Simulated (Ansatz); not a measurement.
Cl on the 1x1 (111) surface of fcc Ir, one in a 2x2 cell, energies for each (26.0 Å²). Energies are against ½ Cl2(g), without zero-point or thermal terms; each row is named by its start.

All values below come from PBE (plane waves to 420 eV, PAW; Ansatz, a first-principles code).

Model: 17-atom slab, 6.6 Å thick at the start under the adsorbate (thin: gaps and levels are the slab's own), 6x6x1 mesh, Fermi-Dirac 0.1 eV, dipole correction, 8 atoms held, the rest relaxed; each run with such symmetry as its start has; no spin, no spin-orbit, no U, no dispersion correction.

A negative adsorption energy means that the adsorbate is more stable on the surface than in its reference. Starts that drift may end in the same place. Heights count from the host atoms within 0.3 Å of the top one.

| starting site | E_ads (eV) | height (Å) | nearest host atom (Å) | bonded to | Δ work function (eV) | lateral drift (Å) |
|---|---|---|---|---|---|---|
| top Ir | -1.18 | 2.38 | Ir 2.31 | Ir | 0.75 | 0.0 |
| hollow Ir-Ir-Ir over Ir at depth 2.2 Å | -1.28 | 2.02 | Ir 2.55 | 3 Ir | -0.37 | 0.0 |
| hollow Ir-Ir-Ir over Ir at depth 4.4 Å | -1.39 | 1.96 | Ir 2.52 | 3 Ir | -0.53 | 0.0 |
| bridge Ir-Ir (span 2.7 Å) | -1.39 | 1.96 | Ir 2.52 | 3 Ir | -0.52 | 0.8 |
